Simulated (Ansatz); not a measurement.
Data:

```
KTlS2
1.0
    1.98749     1.14748     7.30313
   -1.98749     1.14748     7.30313
    0.00000    -2.29496     7.30313
Tl K S
1 1 2
Direct
  0.00000   0.00000   0.00000
  0.50000   0.50000   0.50000
  0.26592   0.26592   0.26592
  0.73408   0.73408   0.73408
```

No spin polarisation.

The values are results of PBEsol (Ansatz, a quantum-chemistry and plane-wave program, PAW, scalar-relativistic without spin-orbit coupling), not measurements. Γ-centred 10×10×10 mesh, Fermi–Dirac width 0.05 eV.

Q: Predict the band gap, electron mass and gap character.

A: Band gap: 0.88 eV
Electron mass: 0.22 mₑ along z, 0.15 mₑ across (at Γ)
Gap character: indirect, T → Γ

Spin-orbit coupling, missing from the scalar runs, can matter with Tl. Load acts through the strain it causes; cell and atoms are relaxed under it. Masses are band curvatures over ±0.01 Å⁻¹ around the edge. Stability under load was not tested beyond the relaxation. The cell was made from KTlS$_{2}$ (space group R-3m, No. 166; a hypothetical phase, not in the database extracts checked) by this change: uniaxial stress, 0.5 GPa tension along z.
